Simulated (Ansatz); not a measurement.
Take MgS in the rock salt structure (space group Fm-3m, No. 225; a = 5.182 Å) as the base.

Calculations: Ansatz (a program for electronic structure), PBEsol, PAW, cutoff 420 eV, without spin-orbit coupling.

Base values:

| Item | Value |
|---|---|
| Valley order | X along ⟨100⟩ 2.73 eV; Γ 3.69 eV |

Modification: hole doping at 5.0×10^20 cm⁻³ (0.0174 per cell), with a uniform compensating background at fixed cell and a 300 K Fermi–Dirac width.

Question: What happens to the valley order?

Answer: The valley order (the lowest conduction-band minima on the path, energy above the VBM, named in the base's zone) goes from X along ⟨100⟩ 2.73 eV; Γ 3.69 eV to X along ⟨100⟩ 2.74 eV; Γ 3.70 eV.

Question: How does this affect the Fermi level from band edge?

Answer: The Fermi level relative to the doped band's edge (positive inside the band; to 0.05 eV) amounts to +0.05 eV.

Charged cell with a jellium background: band edges are those of the host's band count, energies are not comparable with the neutral cell, and many-body gap narrowing is missing. The levels and masses belong to the bands next to the band gap. Whether these cells are dynamically stable was not tested. The base started in P3_121 and relaxed to Fm-3m at this level.
